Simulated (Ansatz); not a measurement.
The parent structure is ZnS in the wurtzite structure (space group P6_3mc, No. 186).

```yaml
crystal:
  lattice:
    - [3.84514, 0.00000, 0.00000]
    - [-1.92257, 3.32999, 0.00000]
    - [0.00000, 0.00000, 6.30573]
  atoms:
    - { symbol: Zn, position: [0.66667, 0.33333, 0.99985] }
    - { symbol: Zn, position: [0.33333, 0.66667, 0.49985] }
    - { symbol: S, position: [0.66667, 0.33333, 0.62535] }
    - { symbol: S, position: [0.33333, 0.66667, 0.12535] }
```

Cartesian axes are those of the cell as printed.

Level of theory: PBE/PAW in Ansatz (a quantum-chemistry and plane-wave program), no SOC, earlier PAW set.

Base values:

The valence-band top at Γ is 0.00, 0.00, -0.07 eV and the gap character is direct at Γ. The pressure is 0.00 GPa. The band gap is 2.07 eV.

Modification: uniaxial strain ε_zz = −0.82 %, all other strain components held at zero; the atoms relax in the strained cell.

Task: Estimate the effect on the energy relative to the base, valence-band top at Γ, gap character, pressure and band gap.

Result: The energy goes up by 0.6 meV/atom; the valence-band top at Γ (three highest levels, from the VBM) changes from 0.00, 0.00, -0.07 eV to 0.00, 0.00, -0.04 eV; the gap character stays direct at Γ; the pressure (mean of the normal stresses, compression positive) goes from zero to 0.59 GPa; the band gap grows by 0.06 eV to 2.13 eV.

No phonon test of stability was made.
